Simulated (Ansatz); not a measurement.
**Step by step: formation energy of the neutral 2 O_i in La5Ge3 (P6₃/mcm)**

Subject: the formation energy of the neutral 2 O_i in La5Ge3 (P6₃/mcm). Reaction: 2 La5Ge3 (P6₃/mcm) + O2 (gas) → cell A.

A: a supercell of 16 sites of La5Ge3 (P6₃/mcm) with two times O off the lattice sites (6 La at 2.69 Å); the closest two of these centres are 3.5 Å apart; the host is a cell whose start was taken from, or built on, an entry of a structure database, and that this text hasn't matched to a measured one; spin state with PBE: run without spin.

Setting: static, neutral cells in Ansatz (PAW) whose structures rest at the PBE level. Ansatz (a quantum-chemistry and plane-wave program) runs with its PAW set soft_1. Other levels take these structures. The lattices are those relaxed with PBE, so at other levels the solids can be strained, which adds to the spread. A dispersion term (D3(BJ), or D4 for r2SCAN) was computed beside these levels and is taken off wherever the name lacks it. Space groups of crystals are read within 0.01 Å. The runs are scalar-relativistic, without spin-orbit coupling. The cell is small for its defects, so this is an ordered compound on the host's lattice rather than an isolated defect. The value holds for the reservoirs listed; other chemical potentials shift it. Cell A has symmetry P6₃/mcm within 0.02 Å and got no random move, so less symmetric positions, which may lie lower, weren't tried.

Total energies of the cells in eV, at zero smearing width. They compare only within one column; the weights balance every element.

```csv
cell,atoms,weight,r2SCAN,r2SCAN+D4
A: La5Ge3:2 O_i,18,+1,-89623.33311,-89625.07867
La5Ge3 (P6₃/mcm),16,−1,-88479.14014,-88480.68841
O2 (gas),2,−1,-1131.97288,-1131.97467
```

r2SCAN: (-89623.33311) − (-88479.14014) − (-1131.97288) = -12.220 eV.

r2SCAN+D4: (-89625.07867) − (-88480.68841) − (-1131.97467) = -12.416 eV.
